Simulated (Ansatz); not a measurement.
# Fe under a change: Fe → Zn

Consider Fe in the bcc (W type) structure (space group Im-3m, No. 229; a = 2.8645 Å; ferromagnetic).

Perturbation: Zn takes the place of Fe on all its sites, then cell and atoms are relaxed.

All numbers come from Kohn–Sham DFT with the r2SCAN functional, run in Ansatz (a first-principles code) with PAW and 500 eV plane waves, no spin-orbit coupling. k-mesh 21×21×21 (Γ-centred); smearing 0.05 eV (Fermi–Dirac), for the changed cell.

```
quantity                        base          changed      shift
-------------------  ---------------  ---------------  ---------
volume per atom             11.75 Å³         14.41 Å³  +2.653 Å³
lattice parameter a          2.865 Å          3.066 Å   +0.201 Å
space group          Im-3m (No. 229)  Im-3m (No. 229)          –
band gap                        zero             zero          –
```

Final structure:

```
Zn
1.0
   -1.53281     1.53281     1.53281
    1.53281    -1.53281     1.53281
    1.53281     1.53281    -1.53281
Zn
1
Direct
  0.00000   0.00000   0.00000
```

Other magnetic orders, which the real material may have, were not ruled out. No phonon test of stability was made. For Zn in this form, whether it has been made was not checked. This is not the structure that Zn has at room temperature and ambient pressure.
